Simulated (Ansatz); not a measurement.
Functionals compared on NH3 on the 1x1 (0001) surface of corundum (cut with top plane Al), one in a 1x1 cell, started at the site 'top O', in Ansatz (plane waves, PAW). The structure was relaxed with PBE; the other rows are single points on it, each with its references at the same level. Cutoff 420 eV (500 eV for r2SCAN). HSE06 used the coarser mesh 4x4x1.

Host crystal: corundum, with a band gap (PBE, scalar-relativistic without spin-orbit coupling).

Model: 24-atom slab, 6.7 Å thick at the start under the adsorbate (thin: gaps and levels are the slab's own), 6x6x1 mesh, Fermi-Dirac 0.01 eV, dipole correction, 9 atoms held, the rest relaxed; no symmetry held; no spin, no spin-orbit, no U, no dispersion correction. At the end it is bonded to Al. In PBE it is, or lies within 0.03 eV of, the lowest of the starts that converged. These notes are the PBE run's. Adsorption energies are against NH3(g). A negative adsorption energy means that the adsorbate is more stable on the surface than in its reference.

A dash marks a value that is undefined for that row or was read on another mesh.

```csv
functional,adsorption energy (eV),gap of the slab on its k-mesh (eV),highest filled level below the top vacuum level (eV),rough cost of the single point
PBE,-1.00,1.72,2.67,–
RPBE,-0.77,1.50,2.57,very roughly 40 core-seconds
r2SCAN,?,?,?,around 70 core-seconds (rough)
HSE06,-1.03,–,–,around 10 core-minutes (rough)
```

Problem. Some entries are withheld; supply them.

Solution. 
- r2SCAN, adsorption energy (eV): -1.18
- r2SCAN, gap of the slab on its k-mesh (eV): 2.46
- r2SCAN, highest filled level below the top vacuum level (eV): 2.86

Ansatz is a program for electronic structure.
